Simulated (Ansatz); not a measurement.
## CuI: response to strain

Consider CuI in the zinc blende structure (space group F-43m, No. 216; a = 6.079 Å).

Strains are applied to the cell and any free atomic positions relax.

The values are results of PBE in Ansatz (plane waves to 420 eV, PAW, no SOC), not measurements.

| isotropic strain (%) | pressure (GPa) |
|---|---|
| -3 | 4.5 |
| -2.5 | 3.6 |
| -2 | 2.8 |
| -1.5 | 2.0 |
| -1 | ? |
| 0 | 0.0 |
| 2 | -2.0 |
| 2.5 | -2.4 |
| 3 | -2.7 |

Problem. Fit P = P₀ − Bδ + Cδ² with δ = (1 + ε)³ − 1 to the rows shown and predict the withheld row.

Solution. Least squares on the printed values gives P₀ = 0.0 GPa, B = 40.5 GPa, C = 125 GPa (largest residual 0.0 GPa); this predicts 1.3 GPa, and the run gives 1.3 GPa, in agreement.

Whether these cells are dynamically stable was not tested. The final runs are not spin-polarised.

Ansatz is a quantum-chemistry and plane-wave program.
